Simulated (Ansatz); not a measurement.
The starting structures come from a database of crystals and need not be the phases stable at ambient conditions.

 Where the default PAW files enter, the runs use the earlier of Ansatz's two default sets.

Here is the system:

```
CELL_PARAMETERS angstrom
      4.00664     0.00000     0.00000
      0.00000     4.00664     0.00000
      2.00332     2.00332     2.83312
ATOMIC_POSITIONS crystal
  Mg 0.00000 0.00000 0.00000
  S  0.25000 0.75000 0.50000
```

Space group of this cell: F-43m, zinc blende. The cell is taken as given.

The current runs along the normal of the first two printed vectors, the (001) plane. All runs by Ansatz (a first-principles code), plane waves and PAW, without spin-orbit coupling; the base is r2SCAN.

```tsv
run	mean pressure (GPa)	gap (eV)	mid-gap κ (1/Å)
base	-0.1	4.13	0.283
all lengths scaled by 0.98	4.0	4.27	0.296
all lengths scaled by 1.02	-3.2	___	___
lda in place of r2scan	-2.2	3.17	0.233
lengths across the current scaled by 0.98, ions clamped	2.5	___	___
lengths across the current scaled by 1.02, ions clamped	-2.3	___	___
lengths along the current scaled by 0.97, ions clamped	1.8	4.20	0.288
lengths along the current scaled by 1.03, ions clamped	-1.8	3.95	0.277
pbesol in place of r2scan	-0.4	3.28	0.240
```

Question: Fill in the missing entries.

Answer: 
- all lengths scaled by 1.02, gap (eV): 3.83
- all lengths scaled by 1.02, mid-gap κ (1/Å): 0.271
- lengths across the current scaled by 0.98, ions clamped, gap (eV): 4.25
- lengths across the current scaled by 0.98, ions clamped, mid-gap κ (1/Å): 0.292
- lengths across the current scaled by 1.02, ions clamped, gap (eV): 3.89
- lengths across the current scaled by 1.02, ions clamped, mid-gap κ (1/Å): 0.274
